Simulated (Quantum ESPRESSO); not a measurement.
Quantum ESPRESSO 7.5, DFT, PBE, plane waves, SSSP 1.1.2 efficiency PBE: fcc Al with 2 Cu on Al sites (Al6Cu2), unrelaxed at the host's lattice constant, 8 atoms. Basis and mesh were picked for this test and aren't claimed converged.

```yaml
cell: 5.73, 5.73, 5.73 Å; 60, 60, 60°
task: scf
k mesh: 5×5×5
ecutwfc: 45 Ry
ecutrho: 360 Ry
occupations: smearing
smearing: mv
degauss: 0.02 Ry
conv_thr: 8e-09 Ry
tprnfor: true
tstress: false
k-point pools (-nk): 8
mixing_mode: plain (default)
mixing_beta: 0.7 (default)
mixing_ndim: 8 (default)
k-points computed: 39
bands: 34
electrons: 56
G-vectors of the density: 103619
FFT grid: 72×72×72
symmetry_operations: 4
```

One run each.

All on 8 ranks. Base settings, kept where nothing else is said: diago_david_ndim = 2 (default), diagonalization = david (default), diago_rmm_ndim = 4 (default), diago_rmm_conv = false (default), diago_full_acc = false (default), diago_cg_maxiter = 20 (default) (diago_thr_init not set). The settings tried:
- the base settings
- diago_thr_init = 1e-05
- diago_david_ndim = 3
- diagonalization = paro
- diagonalization = rmm-davidson, diago_rmm_ndim = 2
- diago_david_ndim = 4
- diagonalization = rmm-davidson, diago_rmm_conv = true
- diagonalization = rmm-davidson
- diagonalization = rmm-paro
- diagonalization = cg
- diagonalization = cg, diago_cg_maxiter = 5
- diago_full_acc = true
- diagonalization = rmm-davidson, diago_rmm_ndim = 6

**Question.** Which settings need the fewest SCF iterations, which the most, and do any fail to converge?

**Answer.** Fewest SCF iterations: diagonalization = paro (13). Most among those that reach the base run's result: diago_david_ndim = 3 (36); diago_david_ndim = 4 (33); diagonalization = rmm-paro (32). All converged.

```json
[
 {"setting": "diagonalization = paro", "SCF iterations": "13", "end": "converged"},
 {"setting": "diagonalization = cg", "SCF iterations": "19", "end": "converged"},
 {"setting": "diagonalization = rmm-davidson", "SCF iterations": "22", "end": "converged"},
 {"setting": "diagonalization = cg, diago_cg_maxiter = 5", "SCF iterations": "22", "end": "converged"},
 {"setting": "diagonalization = rmm-davidson, diago_rmm_ndim = 2", "SCF iterations": "23", "end": "converged"},
 {"setting": "diagonalization = rmm-davidson, diago_rmm_conv = true", "SCF iterations": "25", "end": "converged"},
 {"setting": "diago_thr_init = 1e-05", "SCF iterations": "26", "end": "converged"},
 {"setting": "diagonalization = rmm-davidson, diago_rmm_ndim = 6", "SCF iterations": "27", "end": "converged"},
 {"setting": "the base settings", "SCF iterations": "28", "end": "converged"},
 {"setting": "diago_full_acc = true", "SCF iterations": "30", "end": "converged"},
 {"setting": "diagonalization = rmm-paro", "SCF iterations": "32", "end": "converged"},
 {"setting": "diago_david_ndim = 4", "SCF iterations": "33", "end": "converged"},
 {"setting": "diago_david_ndim = 3", "SCF iterations": "36", "end": "converged"}
]
```

An iteration's cost differs between solvers, so these counts don't give the time.
